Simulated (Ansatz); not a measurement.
The starting structures come from a database of crystals and need not be the phases stable at ambient conditions.

Tunnelling through a barrier is set by its complex band structure: the current falls as exp(−2κd) with the smallest κ.

Input:

```
ZnS
1.0
    3.80832     0.00000     0.00000
   -1.90416     3.29810     0.00000
    0.00000     0.00000    43.62514
Zn S
14 14
Cartesian
  0.00000   0.00000   6.23403
  1.90416   1.09937   3.11920
  0.00000   0.00000  24.92740
  0.00000   2.19873   9.34887
  0.00000   2.19873  34.27627
  1.90416   1.09937  28.04660
  1.90416   1.09937  18.70210
  0.00000   0.00000  37.39547
  1.90416   1.09937  40.51031
  0.00000   0.00000  31.16580
  1.90416   1.09937  12.46370
  0.00000   0.00000  15.58290
  0.00000   2.19873   0.00000
  0.00000   2.19873  21.81257
  0.00000   2.19873  24.14651
  1.90416   1.09937  21.03168
  0.00000   0.00000   8.56798
  1.90416   1.09937  14.79765
  0.00000   0.00000  39.72941
  0.00000   2.19873  36.61458
  0.00000   0.00000  33.49538
  0.00000   2.19873  11.68281
  1.90416   1.09937  30.38491
  0.00000   0.00000  17.91684
  0.00000   2.19873   2.33831
  0.00000   0.00000  27.26135
  1.90416   1.09937  42.84425
  1.90416   1.09937   5.45314
```

Space group of this cell: P3m1. The cell is taken as given.

Transport runs along the normal of the first two printed cell vectors, the (001) plane of the conventional cell.

No gap correction and no spin-orbit coupling; mid-gap values are interpolated between computed energies.

Task: Give the band gap and the smallest decay constant κ at mid-gap that Ansatz (an electronic-structure program) with r2SCAN yields.

Result: Gap 2.72 eV on a 12×12×1 mesh; κ = 0.174 1/Å, at the zone centre.
